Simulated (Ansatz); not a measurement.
HfN (I4/mmm): band-structure transport figures

```
HfN
1.0
    0.00000     2.25425     2.24932
    2.25425     0.00000     2.24932
    2.25425     2.25425     0.00000
Hf N
1 1
Direct
  0.00000   0.00000   0.00000
  0.50000   0.50000   0.50000
```

The numbers are results of PBEsol, rigid bands (plane waves, PAW, scalar-relativistic; Ansatz, an electronic-structure program), not measurements. Condition of this run: biaxial stress xx = yy = -1 GPa (compression positive) (the target of the relaxation). Cell: cell and atoms relaxed with PBEsol, then loaded as said.

```json
{
  "density of states at the Fermi level": "0.603 states/(eV·cell), both spins",
  "bare Sommerfeld coefficient": "0.71 mJ/(mol of atoms·K²)",
  "drude_plasma_energy": "9.3 eV",
  "root-mean-square Fermi velocity": "1.1e6 m/s",
  "resistivity times τ": "5.7 ×10⁻²² Ω·m·s"
}
```

A metal at this level (no band gap); rigid bands, thermally averaged at 300 K, both spins. Spin-orbit coupling is left out, which matters with elements this heavy. τ is one relaxation time for all states.
